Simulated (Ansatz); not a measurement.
Hypothetical I4/mmm Ge: response to strain

The parent structure is Ge (space group I4/mmm, No. 139; a hypothetical phase, not in the database extracts checked; relaxed with 0.1 eV smearing).

```yaml
crystal:
  lattice:
    - [-3.47474, 3.47474, 2.00528]
    - [3.47474, -3.47474, 2.00528]
    - [3.47474, 3.47474, -2.00528]
  atoms:
    - { symbol: Ge, position: [0.17859, 0.17859, 0.35718] }
    - { symbol: Ge, position: [0.17859, 0.82141, 0.00000] }
    - { symbol: Ge, position: [0.82141, 0.17859, 0.00000] }
    - { symbol: Ge, position: [0.82141, 0.82141, 0.64282] }
```

Cartesian axes are those of the cell as printed.

Strains are applied to the cell and any free atomic positions relax; under biaxial strain the out-of-plane vector relaxes too; under stress the whole cell relaxes.

All numbers come from PBEsol, PAW, 420 eV (Ansatz, a program for electronic structure; without spin-orbit coupling).

Notes on the quantities. pressure: mean of the normal stresses, compression positive; energy relative to the base: free energy F.

| case | pressure | energy relative to the base | shortest interatomic distance | space group |
|---|---|---|---|---|
| base | 0.0 GPa | 0 meV/atom | 2.448 Å | I4/mmm (No. 139) |
| biaxial strain −4.77 %, plane normal [001], relaxed out of plane | 3.5 GPa | +40 meV/atom | 2.425 Å | I4/mmm (No. 139) |
| biaxial strain −0.75 %, plane normal [001], relaxed out of plane | ? | ? | ? | I4/mmm (No. 139) |
| isotropic strain −0.74 % | 1.4 GPa | +2.4 meV/atom | 2.428 Å | I4/mmm (No. 139) |
| uniaxial stress, 8 GPa compression along x | – | +71 meV/atom | 2.429 Å | Immm (No. 71) |

Q: What belongs in the blanks?

A: 
- biaxial strain −0.75 %, plane normal [001], relaxed out of plane, pressure: 0.6 GPa
- biaxial strain −0.75 %, plane normal [001], relaxed out of plane, energy relative to the base: +1.1 meV/atom
- biaxial strain −0.75 %, plane normal [001], relaxed out of plane, shortest interatomic distance: 2.442 Å

A biaxial case was relaxed in a doubled cell and then solved in the primitive one. Stability under load was not tested beyond the relaxation.
